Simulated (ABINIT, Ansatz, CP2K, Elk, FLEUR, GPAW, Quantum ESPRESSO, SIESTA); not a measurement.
## Br (Cmce, 4 atoms in the cell) computed with different codes at matched settings

Self-consistent single point, at a second geometry (lattice scaled by 0.98). First geometry:

```yaml
crystal:
  lattice:
    - [2.25590, -3.35868, 0.00000]
    - [2.25590, 3.35868, 0.00000]
    - [0.00000, 0.00000, 8.78191]
  atoms:
    - { symbol: Br, position: [0.86100, 0.86100, 0.88900] }
    - { symbol: Br, position: [0.63900, 0.63900, 0.38900] }
    - { symbol: Br, position: [0.36100, 0.36100, 0.61100] }
    - { symbol: Br, position: [0.13900, 0.13900, 0.11100] }
```

Shared settings, as Ansatz (a first-principles code) writes them: kpoints.mp_grid.grid = 5 5 2; scf.occupations.method = fermi_dirac; scf.occupations.width = 0.02 eV. Potentials and cutoffs stand in the table.

```tsv
code	model	ΔF from the first geometry (meV/atom)	pressure (GPa)	largest force (eV/Å)	gap on the mesh (eV)	cutoff
ABINIT	PBE, PAW (JTH v2.0 PBE PAW)	27.6	3.35	1.197	1.924	40 Ry
SIESTA	GGA PBE, numerical atomic orbitals DZP, PseudoDojo PBE standard norm-conserving potentials (rewritten from UPF to PSML)	22.1	3.02	1.796	1.835	grid 300 Ry
CP2K	PBE, GPW, DZVP-MOLOPT-SR-GTH basis, GTH-PBE potentials (GTH_POTENTIALS)	43.5	4.80	1.806	1.823	grid 400 Ry
FLEUR	PBE, all-electron FLAPW (FLEUR), scalar-relativistic valence	29.1	–	1.268	1.919	Kmax 3.9 1/bohr
GPAW	PBE, GPAW PAW datasets PBE (gpaw-data 1.0.1)	31.1	3.69	1.350	1.914	550 eV
Elk	PBE, all-electron FP-LAPW, Elk's shipped species files, APW+lo basis with extra local orbitals	29.0	–	1.047	1.926	rgkmax 7.5
Quantum ESPRESSO	PBE, PseudoDojo standard norm-conserving (PBE) pseudopotentials	27.3	3.36	1.195	1.892	50 Ry
Ansatz	PBE, PAW files	27.5	3.37	1.185	1.920	default
```

A dash marks a value that a program does not give, or that is left out as unsure.

Gaps are read on the mesh.

The spread over the programs that give each value: ΔF from the first geometry within 21.4 meV/atom; pressure within 1.78 GPa; largest force within 0.759 eV/Å; gap on the mesh within 0.103 eV.

SIESTA and CP2K use small atom-centred bases, whose incompleteness enters pressures, forces and empty levels differently from a plane-wave cutoff. FLEUR and Elk treat all electrons, but the usual bases taken here (sphere radii, linearisation, local orbitals, empty states) were not tested for convergence, so the values are no reference for the others. Ansatz's pressure is given at a fixed set of plane waves, as the other plane-wave codes print theirs. In the pressure, CP2K (by 1.44) lies more than 1 GPa from the median of the plane-wave programs. In the force vectors, SIESTA (by 0.601), CP2K (by 0.613), GPAW (by 0.155) and Elk (by 0.154) lie more than 0.08 eV/Å from the median of the plane-wave programs.

The starting cell has typed, rounded lattice constants, without a prior relaxation at this level. Its lattice was rescaled by a random factor within 2.5 % of one. For this run, on top of that: lattice scaled by 0.98.

Keys are those of Ansatz 0.2.
